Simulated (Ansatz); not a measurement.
Defect migration in rock-salt NaCl: interstitial Li, charge state +1. The step: a concerted move, in which Li travels most; the atom moves 2.84 Å along (0.00, 0.50, 0.00) of the unit cell; the moving atom starts with neighbours 4 Cl at 2.30; 4 Na at 2.83 Å and ends with 4 Cl at 2.30; 4 Na at 2.83 Å. A PBE band in Ansatz (plane-wave PAW, the Γ point alone, 64 host sites, 17 SCF runs with any check of the saddle's order, static, no finite-size correction) gives a forward barrier of 0.80 eV. The saddle point's order was not checked, and it lies on a symmetry element of the cell, where a band can be held. The charge state is imposed; whether it is stable for some Fermi level was not computed. Sites that were not tried may lie lower.

Single points at the band's start and saddle point can refine it. Rough cost of one point, in units of the band's mean SCF on the same machine:

```tsv
Level	Cost of one point
PBE, a 2×2×2 k-point mesh shifted by half a step	about 7
r2SCAN at 500 eV, the Γ point alone	about 3
```

### Question
Which of these move the barrier by more than 0.1 eV, and how far does each move it?

### Answer
Not one does. PBE, a 2×2×2 k-point mesh shifted by half a step: 0.00 eV; r2SCAN at 500 eV, the Γ point alone: +0.03 eV. Each functional is compared with PBE at the same k-points.

Ansatz is a program for electronic structure.
